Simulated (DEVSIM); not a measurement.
System: abrupt Si n-p junction, at 350 K.

```csv
layer (left to right),material,thickness (μm),Nd (cm⁻³),Na (cm⁻³),τn (s),τp (s)
1,Si,0.370,1.9e16,-,6.1e-5,6.1e-5
2,Si,9.00,-,1.3e17,6.1e-5,6.1e-5
```

Left contact: ohmic. Right contact: ohmic. Voltage is applied to the left contact. Recombination: SRH at mid-gap, radiative. Mobility is constant in doping.

The device is made up for the run: typed textbook-type constants, with dimensions and the other settings drawn at random. Values at 300 K; Nc and Nv go as T^1.5, mobilities as T to minus their exponent, the gap by Varshni's rule with the affinity fixed.

```
parameter               Si
----------------  --------
gap (eV)             1.124
affinity (eV)         4.05
permittivity          11.7
Nc (cm⁻³)          2.86e19
Nv (cm⁻³)           3.1e19
μn (cm²/Vs)           1417
μp (cm²/Vs)            470
T exponent of μn       2.3
T exponent of μp       2.2
B (cm³/s)          4.7e-15
Varshni α (eV/K)  0.000473
Varshni β (K)          636
```

Simulated with DEVSIM: 1D drift-diffusion, Boltzmann statistics, complete ionisation; no tunnelling, impact ionisation, image-force lowering or self-heating.

The doping Nd of layer 1 was swept, all else fixed.

```
doping Nd of layer 1 (cm^-3)  dark forward voltage at 1 A/cm² (V)  largest field in the device at zero bias (V/cm)  potential step across the device at zero bias (V)  dark forward voltage at 100 A/cm² (V)
----------------------------  -----------------------------------  -----------------------------------------------  -------------------------------------------------  -------------------------------------
5.7e14                                                      0.286                                            25000                                              0.605                                  0.492
1.9e15                                                      0.334                                            28000                                              0.642                                  0.529
5.7e15                                                      0.389                                            35000                                              0.675                                  0.562
1.9e16                                                      0.439                                            58000                                              0.711                                  0.598
5.7e16                                                      0.477                                            92000                                              0.744                                  0.632
1.9e17                                                      0.513                                           130000                                              0.780                                  0.664
5.7e17                                                      0.539                                           160000                                              0.814                                  0.686
```

From the first row to the last the dark forward voltage at 1 A/cm² goes from 0.286 to 0.539. From the first row to the last the largest field in the device at zero bias goes from 25000 to 160000.
